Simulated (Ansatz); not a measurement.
# ZnCu2SnS4: pressure 15 GPa

Take ZnCu₂SnS₄ (space group I-4, No. 82; a = 5.468 Å, c = 10.935 Å) as the base.

Now apply this change: a hydrostatic pressure of 15 GPa.

Calculations: Ansatz (a first-principles code) PBE, scalar-relativistic without spin-orbit coupling. k-mesh 9×9×9 (Γ-centred); smearing 0.05 eV (Fermi–Dirac).

| quantity | base | changed | shift |
|---|---|---|---|
| density | 4.46 g/cm³ | 5.20 g/cm³ | +0.74 g/cm³ |
| c/a ratio | 2.000 | 2.003 | +0.003 |
| band gap | zero | 0.49 eV | – |
| electron mass | – | 0.10 mₑ (at Γ) | – |
| hole mass | – | 0.11 mₑ along c, 0.63 mₑ across (at Γ) | – |
| valence-band top at Γ (three highest levels, from the VBM) | – | 0.00, -0.04, -0.04 eV | – |
| valley order (the lowest conduction-band minima on the path, energy above the VBM, named in the base's zone) | Γ 0.05 eV; X (0, 0, 1/2) 0.47 eV | Γ 0.49 eV; X (0, 0, 1/2) 0.77 eV; M (1/2, 1/2, 1/2) 1.35 eV | – |

Cost of the whole job for the changed cell (relaxation, final SCF and bands): roughly 8 core-minutes.

Load acts through the strain it causes; cell and atoms are relaxed under it. Effective masses come from finite differences of ±0.01 Å⁻¹. Stability against distortions was not tested. Competing high-pressure phases were not computed. The final runs are not spin-polarised. Gaps under 0.05 eV, about the width of the smearing, are given as zero. The zero or small gap of ZnCu2SnS4 can change with the level of theory.
